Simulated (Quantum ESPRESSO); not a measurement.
A self-consistent single point of ScHO₂ (P1, 4 atoms in the cell) with Quantum ESPRESSO.

Method of the run: LDA (PZ)+U, GBRV 1.5 ultrasoft (LDA) pseudopotentials (plane waves; Quantum ESPRESSO).

```
ScHO2
1.0
    1.61659     0.93334     4.53092
   -1.61659     0.93334     4.53092
    0.00000    -1.86668     4.53092
Sc H O
1 1 2
Direct
  0.06769   0.01916   0.95036
  0.48042   0.50297   0.49656
  0.57001   0.56759   0.61160
  0.38188   0.41028   0.44147
```

Reference input (self-consistent single point, DFT, LDA (PZ), plane waves, GBRV 1.5 ultrasoft (LDA) pseudopotentials): ecutwfc = 50 Ry; ecutrho = 400 Ry; occupations = fixed; potentials = {Sc: sc_lda_v1.uspp.F.UPF, H: h_lda_v1.4.uspp.F.UPF, O: o_lda_v1.2.uspp.F.UPF}; K_POINTS = automatic 8 8 8 0 0 0; nbnd = 18; conv_thr = 1e-10 Ry. This run's input differs from it in these lines:

```diff
@@ -36,2 +36,4 @@
    0.0000000000    -1.8666770000     4.5309230000
+HUBBARD {ortho-atomic}
+U Sc-3d 7
```

Log, with long lists cut:

```
     Self-consistent Calculation

     iteration #  1     ecut=    50.00 Ry     beta= 0.70

---- Real-time Memory Report at c_bands before calling an iterative solver
           220 MiB given to the printing process from OS
           189 MiB allocation reported by mallinfo(arena+hblkhd)
------------------

     =================== HUBBARD OCCUPATIONS ===================
     ------------------------ ATOM    1 ------------------------
     Tr[ns(  1)] =   0.63962
     eigenvalues:
       0.028  0.039  0.046  0.094  0.114

     Number of occupied Hubbard levels =    0.6396

     HUBBARD ENERGY =    0.1511  (Ry)

   [... lines left out ...]
     estimated scf accuracy    <          1.8E-10 Ry

     iteration # 12     ecut=    50.00 Ry     beta= 0.70

---- Real-time Memory Report at c_bands before calling an iterative solver
           342 MiB given to the printing process from OS
           207 MiB allocation reported by mallinfo(arena+hblkhd)
------------------

     =================== HUBBARD OCCUPATIONS ===================
     ------------------------ ATOM    1 ------------------------
     Tr[ns(  1)] =   1.18613
     eigenvalues:
       0.053  0.075  0.088  0.173  0.203

     Number of occupied Hubbard levels =    1.1861

     HUBBARD ENERGY =    0.2601  (Ry)
     End of self-consistent calculation

     highest occupied, lowest unoccupied level (ev):     6.5774   10.9314

!    total energy              =    -160.17450801 Ry
     estimated scf accuracy    <          8.7E-12 Ry

     Hubbard energy            =       0.26006582 Ry

     convergence has been achieved in  12 iterations

     Forces acting on atoms (cartesian axes, Ry/au):

     atom    1 type  1   force =    -0.02134075   -0.13580700   -0.17051241
     atom    2 type  2   force =     0.00435748   -0.00942015    0.07613883
     atom    3 type  3   force =     0.00529840    0.01506879    0.09212419
     atom    4 type  3   force =     0.01168488    0.13015836    0.00224938

     Total force =     0.282317     Total SCF correction =     0.000005

          total   stress  (Ry/bohr**3)                   (kbar)     P=       67.70
  -0.00008661  -0.00019238   0.00004086          -12.74      -28.30        6.01
  -0.00019238   0.00125820   0.00070995          -28.30      185.09      104.44
   0.00004086   0.00070995   0.00020905            6.01      104.44       30.75

   JOB DONE.
```

The run converged in 12 iterations. Against the reference run the pressure goes from -1.92 to 6.77 GPa, the largest force goes from 4.735 to 5.631 eV/Å and the gap on the mesh goes from 3.252 to 4.354 eV.

The starting cell comes from a database of computed structures (which also holds hypothetical and non-ambient phases and stackings), without a prior relaxation at this level. Its atoms were displaced at random from the sites of space group no. 166. Spin polarisation is off. The U value is a test value. With a pressure of about 7 GPa the cell is away from its equilibrium volume at this level. Forces in this geometry exceed 1 eV/Å.

Cost on one core of a shared machine: roughly 3 min.
